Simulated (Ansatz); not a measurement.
Base system: Pt in the fcc (Cu type) structure (space group Fm-3m, No. 225; relaxed with 0.1 eV smearing).

```
CELL_PARAMETERS angstrom
      0.00000     1.94769     1.94769
      1.94769     0.00000     1.94769
      1.94769     1.94769     0.00000
ATOMIC_POSITIONS crystal
  Pt 0.00000 0.00000 0.00000
```

Cartesian axes are those of the cell as printed.

Calculations: LDA, PAW, 420 eV (Ansatz, an electronic-structure program; no SOC).

It is then changed as follows: an isotropic linear strain of −3.00 %, atoms relaxed at fixed cell.

Question: Predict the stress tensor and what it implies for the stiffness.

Answer: Stress of the strained cell less that of the base (GPa, compression positive):
```
   35.5     0.0     0.0
    0.0    35.5     0.0
    0.0     0.0    35.5
```

Then B = −ΔP/(ΔV/V₀) with ΔV/V₀ = -0.0873 gives secant stiffness values (nonlinear terms included at this strain): B ≈ 407 GPa.

As a check, the harmonic strain energy −½ V₀ Δσ:ε is 150 meV/atom; the computed energy rise is 130 meV/atom.

Stability against distortions was not tested. The final runs are not spin-polarised.
